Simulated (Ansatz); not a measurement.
Quick settings and what they miss: SnSe2 (P-3m1, 3 atoms in the cell)

Self-consistent single point.

```yaml
crystal:
  lattice:
    - [3.81193, 0.00000, 0.00000]
    - [-1.90597, 3.30123, 0.00000]
    - [0.00000, 0.00000, 6.43529]
  atoms:
    - { symbol: Sn, position: [0.00000, 0.00000, 0.00000] }
    - { symbol: Se, position: [0.66667, 0.33333, 0.75710] }
    - { symbol: Se, position: [0.33333, 0.66667, 0.24290] }
```

Computed with PBEsol, default PAW files made with PBE (plane waves; Ansatz, a program for electronic structure).

Base settings: basis.ecutwfc = 30.9 Ry; kpoints.mp_grid.grid = 8 8 4; hamiltonian.xc = pbesol; hamiltonian.pseudopotentials = {kind: paw} (the program's default PAW files); scf.occupations.method = fixed.

Tight run (finer mesh or higher cutoff; not a proven limit): basis.ecutwfc: 30.9 Ry → 43.4 Ry; kpoints.mp_grid.grid: 8 8 4 → 11 11 6; scf.convergence.dr2_threshold: default (1e-07 eV) → 1e-09 eV. It gave top of the valence band (on the code's own zero) 7.26 eV; gap on the k-point mesh 0.68 eV; pressure 0.67 GPa; largest force (vector length) 0.256 eV/Å.

Quick runs, as changes from the base:
- A: the base itself
- B: basis.ecutwfc: 30.9 Ry → 15.4 Ry; kpoints.mp_grid.grid: 8 8 4 → 4 4 4; scf.occupations.method: fixed → methfessel_paxton; scf.occupations.width: default → 0.0147 Ry; scf.convergence.dr2_threshold: default (1e-07 eV) → 0.001 eV
- C: kpoints.mp_grid.grid: 8 8 4 → 4 4 4
- D: basis.ecutwfc: 30.9 Ry → 18.4 Ry; kpoints.mp_grid.grid: 8 8 4 → 6 6 6
- E: kpoints.mp_grid.grid: 8 8 4 → 2 2 2; hamiltonian.xc: pbesol → b3lyp [B3LYP]
- F: kpoints.mp_grid.grid: 8 8 4 → 3 3 3; hamiltonian.xc: pbesol → hse06; hamiltonian.pseudopotentials: {kind: paw} (the program's default PAW files) → {kind: paw}, with the files named one by one [HSE06]

Energies are extrapolated to zero smearing width, which holds to low order in the width alone.

Dashes: gap of B, left out as unsure on this mesh or at this smearing; energy of E, F, another energy zero; count of E, F, another kind of functional, whose work the count does not hold.

Gaps are read on each run's own mesh, which may miss the band edges.

† marks runs with another functional, U, potentials or spin treatment: their distance from the tight run is not a convergence error alone.

The count of work is k-points × plane waves × bands × iterations; it is no time. 

Pressures in the table are Ansatz's without its Pulay estimate, at a fixed set of plane waves; the tight run's value above holds the estimate.

The starting cell comes from a database of computed structures (which also holds hypothetical and non-ambient phases and stackings), without a prior relaxation at this level. Its lattice was rescaled by a random factor within 2.5 % of one.

```csv
run,energy less tight (meV/atom),pressure less tight (GPa),largest miss in a force vector (eV/Å),gap on the mesh less tight (eV),count of work / tight
A,1.7,-0.02,0.000,0.034,0.22
B,2561.8,-82.86,0.033,–,0.020
C,39.5,0.39,0.055,0.088,0.082
D,438.4,-19.96,0.016,0.002,0.096
E†,–,8.30,0.106,1.359,–
F†,–,1.30,0.391,1.320,–
```

Among the runs at the tight run's level, the energy misses run from 1.7 to 2561.8 meV/atom.

Left out of this page: 1 run of the series unsound by tests on forces, stress, charge or solver warnings; 1 run of the series with a known weakness of the program.

Keys are those of Ansatz 0.2.
